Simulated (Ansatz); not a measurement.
Relaxation of the outer planes of the (0001) surface of hcp Sc in its 1x1 cell, outermost plane spacing 2.58 Å in the ideal cut.

Calculation: PBE (plane waves to 420 eV, PAW; Ansatz, a program for electronic structure).

Model: 5-atom slab, 10.3 Å thick at the start (thin: gaps and levels are the slab's own), 13x13x1 mesh, Fermi-Dirac 0.1 eV, dipole correction, all atoms relaxed; held to the start's symmetry, so lower structures may exist; no spin, no spin-orbit, no U.

| plane | atoms | bulk spacing to the next (Å) | relaxed spacing (Å) | change (%) | rumpling (Å) |
|---|---|---|---|---|---|
| 1 | Sc | 2.583 | (withheld) | (withheld) | 0.00 |

Problem. Some entries are withheld; supply them.

Solution. 
- 1, relaxed spacing (Å): 2.502
- 1, change (%): -3.1
